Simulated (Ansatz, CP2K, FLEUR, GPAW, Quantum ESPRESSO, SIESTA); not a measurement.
MgCd3 (P-6m2, 4 atoms in the cell) computed with different codes at matched settings

Self-consistent single point, at a second geometry (lattice scaled by 0.98). First geometry:

```
CELL_PARAMETERS angstrom
      3.13458     0.00000     0.00000
     -1.56729     2.71463     0.00000
      0.00000     0.00000    10.03841
ATOMIC_POSITIONS crystal
  Mg 0.00000 0.00000 0.50000
  Cd 0.00000 0.00000 0.00000
  Cd 0.66667 0.33333 0.74779
  Cd 0.66667 0.33333 0.25221
```

Shared settings, as Ansatz (a quantum-chemistry and plane-wave program) writes them: kpoints.mp_grid.grid = 10 10 3; scf.occupations.method = gaussian; scf.occupations.width = 0.05 eV. Potentials and cutoffs stand in the table.

```tsv
code	model	ΔF from the first geometry (meV/atom)	pressure (GPa)	largest force (eV/Å)	cutoff
FLEUR	PBEsol, all-electron FLAPW (FLEUR), scalar-relativistic valence	–	–	0.064	Kmax 3.8 1/bohr
Quantum ESPRESSO	PBEsol, GBRV 1.5 ultrasoft (PBESOL) pseudopotentials	7.8	2.43	0.079	40 Ry
CP2K	PBEsol, GPW, DZVP-MOLOPT-SR-GTH basis, GTH-PBE potentials (GTH_POTENTIALS)	18.2	4.33	0.060	grid 1000 Ry
GPAW	PBEsol, GPAW PAW datasets PBEsol (made by gpaw-setup)	3.2	2.18	0.051	850 eV
SIESTA	GGA PBEsol, numerical atomic orbitals TZP, PseudoDojo PBEsol standard norm-conserving potentials (rewritten from UPF to PSML)	-27.1	-1.15	0.254	grid 300 Ry
Ansatz	PBEsol, PAW files made with PBE	6.2	2.58	0.063	default
```

A dash marks a value that a program does not give, or that is left out as unsure.

The spread over the programs that give each value: ΔF from the first geometry within 45.3 meV/atom; pressure within 5.48 GPa; largest force within 0.203 eV/Å.

CP2K and SIESTA use small atom-centred bases, whose incompleteness enters pressures, forces and empty levels differently from a plane-wave cutoff. FLEUR treats all electrons, but the usual bases taken here (sphere radii, linearisation, local orbitals, empty states) were not tested for convergence, so the values are no reference for the others. Ansatz's pressure is given at a fixed set of plane waves, as the other plane-wave codes print theirs. In the pressure, CP2K (by 1.90) and SIESTA (by 3.58) lie more than 1 GPa from the median of the plane-wave programs. In the force vectors, SIESTA (by 0.317) lies more than 0.08 eV/Å from the median of the plane-wave programs.

The starting cell comes from a database of computed structures (which also holds hypothetical and non-ambient phases and stackings), without a prior relaxation at this level. For this run, on top of that: lattice scaled by 0.98.

Left out of this page: Elk (not drawn, or without a comparable value).

Keys are those of Ansatz 0.2.
